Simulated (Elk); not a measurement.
Worked example: self-consistent single point of LaPb3 (Pm-3m, 4 atoms in the cell) in Elk.

Method: PBEsol, all-electron FP-LAPW, Elk's shipped species files, LAPW+lo basis (Elk).

```xyz
4
Lattice="4.9295 0.0000 0.0000 0.0000 4.9295 0.0000 0.0000 0.0000 4.9295" Properties=species:S:1:pos:R:3 pbc="T T T"
La     0.0000     0.0000     0.0000
Pb     0.0000     2.4648     2.4648
Pb     2.4648     0.0000     2.4648
Pb     2.4648     2.4648     0.0000
```

Reference input (self-consistent single point, DFT, LDA (PW92), all-electron FP-LAPW, Elk's shipped species files, LAPW+lo basis): xctype = 3; rgkmax = 7.5; stype = 0; swidth = 0.00499791 Ha; ngridk = 7 7 7; gmaxvr = 14 1/bohr; nxoapwlo = 1. This run's input differs from it in these lines:

```diff
@@ -4,3 +4,3 @@
 xctype
-  3
+  22
```

Output, abridged:

```
│ Self-consistent loop started │
│ Loop number : 1 │
 total energy                :     -71280.1042809
│ Loop number : 2 │
 total energy                :     -71280.2755780
RMS change in Kohn-Sham potential (target) :   0.1923746897     (  0.1000000000E-05)
Absolute change in total energy (target)   :   0.1712970976     (  0.1000000000E-03)
│ Loop number : 3 │
 total energy                :     -71280.3169053
RMS change in Kohn-Sham potential (target) :   0.1853455147     (  0.1000000000E-05)
Absolute change in total energy (target)   :   0.8415155279E-01 (  0.1000000000E-03)
│ Loop number : 4 │
   [... lines left out ...]
Absolute change in total energy (target)   :   0.7460564753E-02 (  0.1000000000E-03)
│ Loop number : 12 │
 total energy                :     -71263.8738454
RMS change in Kohn-Sham potential (target) :   0.7447592624E-05 (  0.1000000000E-05)
Absolute change in total energy (target)   :   0.1425804410E-02 (  0.1000000000E-03)
│ Loop number : 13 │
 total energy                :     -71263.8742284
RMS change in Kohn-Sham potential (target) :   0.6631827387E-06 (  0.1000000000E-05)
Absolute change in total energy (target)   :   0.2659708844E-04 (  0.1000000000E-03)
Convergence targets achieved

│ Loop number : 14 │

Energies :
 Fermi                       :     0.277345639267
 total energy                :     -71263.8742918

Density of states at Fermi energy :    37.33446449
 (states/Hartree/unit cell)

Estimated indirect band gap :   0.5622107530E-02
 from k-point     14 to k-point      4
Estimated direct band gap   :   0.1662958063E-01
 at k-point      6

Charges :
 core                        :    250.0000000
 valence                     :    53.00000000
 interstitial                :    7.166367208
 muffin-tins (core leakage)
  species :    1 (La)
   atom    1                 :    54.55341829     (  0.2223570125E-03)
  species :    2 (Pb)
   atom    1                 :    80.42673817     (  0.1196800639E-02)
   atom    2                 :    80.42673817     (  0.1196800639E-02)
   atom    3                 :    80.42673817     (  0.1196800639E-02)
 total in muffin-tins        :    295.8336328
 total calculated charge     :    302.9988652
 total charge                :    303.0000000
 error                       :   0.1134778982E-02

│ Self-consistent loop stopped │
```

The run converged in 14 iterations. The count includes the last loop, which Elk runs after its targets are met. 

The starting cell comes from a database of computed structures (which also holds hypothetical and non-ambient phases and stackings), without a prior relaxation at this level. Its lattice was rescaled by a random factor within 2.5 % of one. Spin-orbit coupling is off. Values depend on the basis (sphere radii, cutoffs, local orbitals), which need not be converged. The log's line on a gap gives a spacing of levels on this mesh, which the program prints for metals too.
